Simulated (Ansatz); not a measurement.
Consider CaO in the rock salt structure (space group Fm-3m, No. 225; a = 4.767 Å). Axes: x, y, z lie along the cube axes.

Calculations: PBEsol, PAW, 420 eV (Ansatz, an electronic-structure program; no spin-orbit coupling).

One thing is altered: a pure shear with ε_xy = ε_yx = 0.0057, atoms relaxed at fixed cell.

Q: Predict the stress tensor and what it implies for the stiffness.

A: Stress of the strained cell less that of the base (GPa, compression positive):
```
   0.00   -0.88    0.00
  -0.88    0.00    0.00
   0.00    0.00   -0.01
```

Then −Δσ/γ with γ = 2ε = 0.0114 gives relaxed-ion elastic constants: C66 ≈ 77 GPa.

Whether these cells are dynamically stable was not tested.
